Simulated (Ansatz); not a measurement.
The parent structure is C in the diamond structure (space group Fd-3m, No. 227; a = 3.560 Å). Axes: x, y, z lie along the cube axes.

All numbers come from Ansatz (an electronic-structure program) r2SCAN, scalar-relativistic without spin-orbit coupling.

Before the change:

* **Valley order**: a point along ⟨100⟩, about 1.3 Å⁻¹ from Γ 4.36 eV

One thing is altered: tensile biaxial strain of 2.50 % in the plane normal to [001], as in epitaxy on a mismatched substrate; the out-of-plane cell vector and the atoms relax.

Problem. Predict the new ratio −ε⊥/ε∥, valley order and hole mass.

Solution. The ratio −ε⊥/ε∥ is 0.21; the valley order (the lowest conduction-band minima on the path, energy above the VBM, named in the base's zone) becomes a point along [001], about 1.3 Å⁻¹ from Γ 3.48 eV; a point along [100], about 1.2 Å⁻¹ from Γ 4.21 eV (base: a point along ⟨100⟩, about 1.3 Å⁻¹ from Γ 4.36 eV); the hole mass is 0.47 mₑ out of plane, 0.26 mₑ in plane (at Γ).

The levels and masses belong to the bands next to the band gap. Effective masses come from finite differences of ±0.01 Å⁻¹. No phonon test of stability was made.
